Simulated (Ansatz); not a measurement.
The reference is MgS in the rock salt structure (space group Fm-3m, No. 225).

MgS has the cubic space group Fm-3m (No. 225), the rock salt structure, Pearson symbol cF8. Conventional cell: a = 5.1820 Å, b = 5.1820 Å, c = 5.1820 Å, α = 90.00°, β = 90.00°, γ = 90.00°. S on 4a sees 6 Mg at 2.591 Å (octahedral). Mg on 4b is coordinated by 6 S at 2.591 Å (octahedral). (Neighbours: up to the widest gap in distance over summed covalent radii, below 1.35, at either atom; cation-cation and far metal-metal contacts left out.)
(The calculation used a cell of 2 atoms; values per cell refer to that cell.)

Levels (all Ansatz, an electronic-structure program, PAW): PBEsol (420 eV, without spin-orbit coupling); HSE06 (420 eV, no spin-orbit coupling).

Its gap is 2.73 eV with PBEsol and 3.83 eV with HSE06.

One thing is altered: the cell is scaled by 0.9811 in all directions; the atoms relax in the strained cell.

With PBEsol the gap becomes 2.84 eV.

If the HSE06 correction stayed the same, what would the HSE06 gap be, and what does the HSE06 run give?

A rigid correction of +1.10 eV gives 3.94 eV. The HSE06 run gives 3.97 eV, so the two effects roughly add.

Single points use the geometry relaxed with PBEsol. HSE06 gaps are upper bounds (no full band path). Whether these cells are dynamically stable was not tested.
